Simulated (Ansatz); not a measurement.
Base system: C in the diamond structure (space group Fd-3m, No. 227; a = 3.5603 Å). Axes: x, y, z lie along the cube axes.

Computed with Kohn–Sham DFT with the r2SCAN functional, run in Ansatz (a first-principles code) with PAW and 500 eV plane waves, no spin-orbit coupling, earlier PAW set.

For the base:

| Item | Result |
|---|---|
| Pressure | 0.00 GPa |
| Band gap | 4.36 eV |

The change: biaxial strain +0.21 %, plane normal [110], relaxed out of plane (Cartesian); in-plane vectors clamped, the third vector and the atoms free.

Predict the new energy relative to the base, pressure and band gap.

The energy stays essentially unchanged; the pressure (mean of the normal stresses, compression positive) goes from zero to -1.76 GPa; the band gap decreases by 0.03 eV to 4.33 eV.

A biaxial case was relaxed in a doubled cell and then solved in the primitive one. Whether these cells are dynamically stable was not tested.
